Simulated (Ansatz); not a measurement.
# What a tighter setting buys: basis.ecutwfc, BAs (F-43m, 2 atoms in the cell)

```
CELL_PARAMETERS angstrom
      0.00000     2.40649     2.40649
      2.40649     0.00000     2.40649
      2.40649     2.40649     0.00000
ATOMIC_POSITIONS crystal
  B  0.25000 0.25000 0.25000
  As 0.00000 0.00000 0.00000
```

Computed with LDA (PW92), PAW files made with PBE (plane waves; Ansatz, an electronic-structure program).

Base settings: basis.ecutwfc = 420 eV; kpoints.mp_grid.grid = 10 10 10; hamiltonian.xc = lda; hamiltonian.pseudopotentials = {kind: paw} (the program's default PAW files); scf.occupations.method = fixed.

Misses are taken against the tightest run, 840 eV, which need not be fully converged itself. The energy is the free energy per atom.

The count of work is k-points × plane waves × bands × iterations; it is no time, and leaves out set-up, grids and terms that scale otherwise. 

Ansatz's pressure holds its estimate of the finite-basis (Pulay) stress, which hides part of the cutoff error; the uncorrected pressure shows it.

The starting cell comes from a database of computed structures (which also holds hypothetical and non-ambient phases and stackings), without a prior relaxation at this level. Its lattice was rescaled by a random factor within 2.5 % of one. In the base run, with a pressure of about -7 GPa the cell is away from its equilibrium volume at this level. Ansatz's pressure includes its estimate of the finite-basis (Pulay) stress.

The runs (basis.ecutwfc): 170 eV | 210 eV | 250 eV | 295 eV | 335 eV | 380 eV | 420 eV | 485 eV | 545 eV | 630 eV | 735 eV | 840 eV.

Question: Which is the coarsest setting among those run that, with all tighter ones, holds the energy within 5 meV/atom of the reference, and what does it save?

Answer: 380 eV, off by 3.5 meV/atom; it needs 0.31 of the reference's count of work.

Question: Which is the coarsest setting among those run that, with all tighter ones, holds the energy within 2 meV/atom of the reference, and what does it save?

Answer: 420 eV, off by 1.0 meV/atom; it needs 0.37 of the reference's count of work.

Question: For at most 0.2 times the reference's count of work, which run misses the energy least?

Answer: 250 eV, with a miss of 420 meV/atom at a count of 0.18.

Question: What does the step from 170 eV to 335 eV buy?

Answer: It takes the miss in the energy from 7000 to 17 meV/atom, for 3.2 times the count of work.

| basis.ecutwfc | energy less reference (meV/atom) | pressure less reference (GPa) | gap on the mesh less reference (eV) | uncorrected pressure less reference (GPa) | count of work / reference |
|---|---|---|---|---|---|
| 170 eV | 7003.53 | 6.59 | 0.194 | -253.38 | 0.081 |
| 210 eV | 1998.43 | 7.56 | 0.068 | -110.23 | 0.11 |
| 250 eV | 423.25 | 0.24 | 0.039 | -32.59 | 0.18 |
| 295 eV | 70.26 | -0.08 | 0.002 | -5.93 | 0.23 |
| 335 eV | 17.20 | 0.13 | 0.001 | -1.43 | 0.26 |
| 380 eV | 3.51 | 0.04 | -0.001 | -0.30 | 0.31 |
| 420 eV | 1.04 | 0.00 | 0.000 | -0.08 | 0.37 |
| 485 eV | 0.36 | 0.00 | 0.000 | -0.01 | 0.44 |
| 545 eV | 0.24 | 0.00 | 0.000 | -0.01 | 0.56 |
| 630 eV | 0.10 | 0.00 | 0.000 | 0.00 | 0.66 |
| 735 eV | 0.03 | 0.00 | 0.000 | 0.00 | 0.85 |
| 840 eV | 0.00 | 0.00 | 0.000 | 0.00 | 1.0 |

Keys are those of Ansatz 0.2.
